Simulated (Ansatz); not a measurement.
The parent structure is BN in the h-BN type structure (space group P6_3/mmc, No. 194; a = 2.506 Å, c = 6.616 Å; layered, stacked along the Cartesian z axis). Axes: x lies along a and z along c of the hexagonal cell.

Computed with PBE-D3(BJ) in Ansatz (plane waves to 420 eV, PAW, no spin-orbit coupling), earlier PAW set.

Base values:

| Property | Value |
|---|---|
| Width of the top valence band | 3.22 eV |

The change: biaxial strain +4.03 %, plane normal [001], relaxed out of plane (Cartesian); in-plane vectors clamped, the third vector and the atoms free.

Predict the new width of the top valence band and ratio −ε⊥/ε∥.

The width of the top valence band increases by 0.03 eV, from 3.22 eV to 3.25 eV; the ratio −ε⊥/ε∥ is -0.06.

The levels and masses belong to the bands next to the band gap. Stability against distortions was not tested.

Ansatz is a quantum-chemistry and plane-wave program.
